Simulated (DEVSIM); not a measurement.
Device: W/Al2O3/n-Ge capacitor, at 300 K.

```
layer (left to right)  material  thickness (nm)  Nd (cm⁻³)
---------------------  --------  --------------  ---------
1                         Al2O3            16.0          -
2                            Ge             470     1.6e18
```

Metal gate on the left, work function 4.6 eV. Fixed charge at the semiconductor interface -8.8e10 cm⁻² (in units of +e); no interface traps.

Constants are typed, rounded textbook-type inputs, not results; the design itself was drawn at random and stands for no fabricated device. Values at 300 K.

```csv
parameter,Al2O3,Ge
gap (eV),6.8,0.664
affinity (eV),1.35,4
permittivity,9,16
Nc (cm⁻³),-,1.04e19
Nv (cm⁻³),-,6e18
```

DEVSIM, 1D Poisson equation in equilibrium, Boltzmann statistics, complete ionisation; no quantum confinement or tunnelling. Metal contacts follow the ideal Schottky-Mott rule: no Fermi-level pinning, no interface dipoles.

**Question.** Tabulate band edges, carrier densities and field at -0.4 V on the gate.

**Answer.** Energies count from the Fermi level of the right contact; mesh points crowd at the junctions.

| x (μm) | Ec (eV) | Ev (eV) | n (cm⁻³) | p (cm⁻³) | field (V/cm) |
|---|---|---|---|---|---|
| 0.000 | 3.650 | -3.150 | < 1e2 | < 1e2 | -460000 |
| 0.001067 | 3.601 | -3.199 | < 1e2 | < 1e2 | -460000 |
| 0.002846 | 3.520 | -3.280 | < 1e2 | < 1e2 | -460000 |
| 0.006139 | 3.370 | -3.430 | < 1e2 | < 1e2 | -460000 |
| 0.01180 | 3.112 | -3.688 | < 1e2 | < 1e2 | -460000 |
| 0.01415 | 3.004 | -3.796 | < 1e2 | < 1e2 | -460000 |
| 0.01556 | 2.940 | -3.860 | < 1e2 | < 1e2 | -460000 |
| 0.01683 | 0.249 | -0.415 | 6.9e14 | 6.3e11 | -250000 |
| 0.01876 | 0.204 | -0.460 | 4.0e15 | 1.1e11 | -220000 |
| 0.02229 | 0.138 | -0.526 | 4.9e16 | 8.9e9 | -150000 |
| 0.02947 | 0.069 | -0.595 | 7.1e17 | 6.1e8 | -49000 |
| 0.05001 | 0.048 | -0.616 | 1.6e18 | 2.7e8 | -280 |
| 0.08161 | 0.048 | -0.616 | 1.6e18 | 2.7e8 | ≈ 0 |
| 0.1459 | 0.048 | -0.616 | 1.6e18 | 2.7e8 | ≈ 0 |
| 0.3069 | 0.048 | -0.616 | 1.6e18 | 2.7e8 | ≈ 0 |
| 0.3953 | 0.048 | -0.616 | 1.6e18 | 2.7e8 | ≈ 0 |
| 0.4388 | 0.048 | -0.616 | 1.6e18 | 2.7e8 | ≈ 0 |
| 0.4625 | 0.048 | -0.616 | 1.6e18 | 2.7e8 | ≈ 0 |
| 0.4769 | 0.048 | -0.616 | 1.6e18 | 2.7e8 | ≈ 0 |
| 0.4818 | 0.048 | -0.616 | 1.6e18 | 2.7e8 | ≈ 0 |
| 0.4844 | 0.048 | -0.616 | 1.6e18 | 2.7e8 | ≈ 0 |
| 0.4860 | 0.048 | -0.616 | 1.6e18 | 2.7e8 | ≈ 0 |
